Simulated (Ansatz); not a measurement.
Defect migration in hexagonal WC: interstitial H, neutral cell. Level of theory: PBE, PAW (plane waves to 420 eV; Ansatz, a program for electronic structure).

54-site cell at the relaxed PBE lattice, a 3×3×3 k-point mesh shifted by half a step along c, smearing 0.10 eV, spin-restricted, no finite-size correction. No zero-point or tunnelling terms. Spin-orbit coupling is left out. Sites that were not tried may lie lower.

Barriers: single points on a 4×4×4 k-point mesh shifted by half a step along c at the bands' geometries.

The step: one H atom jumps by itself. Atoms about the jump, Cartesian Å from the middle of the jump, before and after:

```json
[
 {"atom": "H1", "x0": "0.00", "y0": "0.00", "z0": "1.42", "x1": "0.00", "y1": "0.00", "z1": "-1.42"},
 {"atom": "C2", "x0": "-1.48", "y0": "0.85", "z0": "0.02", "x1": "-1.48", "y1": "0.85", "z1": "0.03"},
 {"atom": "C3", "x0": "1.48", "y0": "0.85", "z0": "0.02", "x1": "1.48", "y1": "0.85", "z1": "0.03"},
 {"atom": "C4", "x0": "0.00", "y0": "-1.71", "z0": "0.02", "x1": "0.00", "y1": "-1.71", "z1": "0.03"},
 {"atom": "W5", "x0": "0.00", "y0": "1.69", "z0": "-1.40", "x1": "0.00", "y1": "1.74", "z1": "-1.40"},
 {"atom": "W6", "x0": "-1.46", "y0": "-0.84", "z0": "-1.40", "x1": "-1.51", "y1": "-0.87", "z1": "-1.40"},
 {"atom": "W7", "x0": "0.00", "y0": "1.74", "z0": "1.45", "x1": "0.00", "y1": "1.69", "z1": "1.45"},
 {"atom": "W8", "x0": "-1.51", "y0": "-0.87", "z0": "1.45", "x1": "-1.46", "y1": "-0.84", "z1": "1.45"},
 {"atom": "W9", "x0": "1.46", "y0": "-0.84", "z0": "-1.40", "x1": "1.51", "y1": "-0.87", "z1": "-1.40"},
 {"atom": "W10", "x0": "1.51", "y0": "-0.87", "z0": "1.45", "x1": "1.46", "y1": "-0.84", "z1": "1.45"},
 {"atom": "C11", "x0": "-1.46", "y0": "0.84", "z0": "-2.82", "x1": "-1.48", "y1": "0.85", "z1": "-2.83"},
 {"atom": "C12", "x0": "-1.48", "y0": "0.85", "z0": "2.88", "x1": "-1.46", "y1": "0.84", "z1": "2.87"},
 {"atom": "C13", "x0": "0.00", "y0": "3.38", "z0": "0.02", "x1": "0.00", "y1": "3.38", "z1": "0.03"},
 {"atom": "C14", "x0": "-2.93", "y0": "-1.69", "z0": "0.02", "x1": "-2.93", "y1": "-1.69", "z1": "0.03"},
 {"atom": "W15", "x0": "-2.92", "y0": "1.69", "z0": "-1.40", "x1": "-2.93", "y1": "1.69", "z1": "-1.40"},
 {"atom": "W16", "x0": "-2.93", "y0": "1.69", "z0": "1.45", "x1": "-2.92", "y1": "1.69", "z1": "1.45"},
 {"atom": "C17", "x0": "1.46", "y0": "0.84", "z0": "-2.82", "x1": "1.48", "y1": "0.85", "z1": "-2.83"},
 {"atom": "C18", "x0": "0.00", "y0": "-1.69", "z0": "-2.82", "x1": "0.00", "y1": "-1.71", "z1": "-2.83"},
 {"atom": "C19", "x0": "1.48", "y0": "0.85", "z0": "2.88", "x1": "1.46", "y1": "0.84", "z1": "2.87"},
 {"atom": "C20", "x0": "0.00", "y0": "-1.71", "z0": "2.88", "x1": "0.00", "y1": "-1.69", "z1": "2.87"},
 {"atom": "C21", "x0": "2.93", "y0": "-1.69", "z0": "0.02", "x1": "2.93", "y1": "-1.69", "z1": "0.03"},
 {"atom": "W22", "x0": "2.92", "y0": "1.69", "z0": "-1.40", "x1": "2.93", "y1": "1.69", "z1": "-1.40"},
 {"atom": "W23", "x0": "0.00", "y0": "-3.38", "z0": "-1.40", "x1": "0.00", "y1": "-3.38", "z1": "-1.40"},
 {"atom": "W24", "x0": "2.93", "y0": "1.69", "z0": "1.45", "x1": "2.92", "y1": "1.69", "z1": "1.45"},
 {"atom": "W25", "x0": "0.00", "y0": "-3.38", "z0": "1.45", "x1": "0.00", "y1": "-3.38", "z1": "1.45"},
 {"atom": "C26", "x0": "-2.92", "y0": "3.37", "z0": "0.02", "x1": "-2.92", "y1": "3.37", "z1": "0.03"},
 {"atom": "C27", "x0": "-4.38", "y0": "0.85", "z0": "0.02", "x1": "-4.38", "y1": "0.85", "z1": "0.03"}
]
```

Q: Give the saddle-point geometry and the barrier.

A: 
| atom | x | y | z |
|---|---|---|---|
| H1 | -0.43 | 0.24 | 0.01 |
| C2 | -1.48 | 0.85 | 0.02 |
| C3 | 1.48 | 0.85 | 0.02 |
| C4 | 0.01 | -1.71 | 0.02 |
| W5 | 0.02 | 1.71 | -1.42 |
| W6 | -1.47 | -0.87 | -1.42 |
| W7 | 0.02 | 1.71 | 1.47 |
| W8 | -1.47 | -0.87 | 1.47 |
| W9 | 1.47 | -0.85 | -1.40 |
| W10 | 1.47 | -0.85 | 1.45 |
| C11 | -1.45 | 0.84 | -2.83 |
| C12 | -1.45 | 0.84 | 2.87 |
| C13 | 0.01 | 3.37 | 0.02 |
| C14 | -2.92 | -1.70 | 0.02 |
| W15 | -2.91 | 1.68 | -1.41 |
| W16 | -2.91 | 1.68 | 1.46 |
| C17 | 1.47 | 0.84 | -2.82 |
| C18 | 0.01 | -1.70 | -2.82 |
| C19 | 1.47 | 0.84 | 2.87 |
| C20 | 0.01 | -1.70 | 2.87 |
| C21 | 2.93 | -1.69 | 0.02 |
| W22 | 2.93 | 1.68 | -1.40 |
| W23 | 0.01 | -3.38 | -1.40 |
| W24 | 2.93 | 1.68 | 1.45 |
| W25 | 0.01 | -3.38 | 1.45 |
| C26 | -2.91 | 3.36 | 0.02 |
| C27 | -4.37 | 0.84 | 0.02 |
It lies 0.57 eV above the start and 0.57 eV above the end. The saddle point's order was not checked, and it lies on a symmetry element of the cell, where a band can be held. Symmetry-equivalent saddle points exist between the same ends.
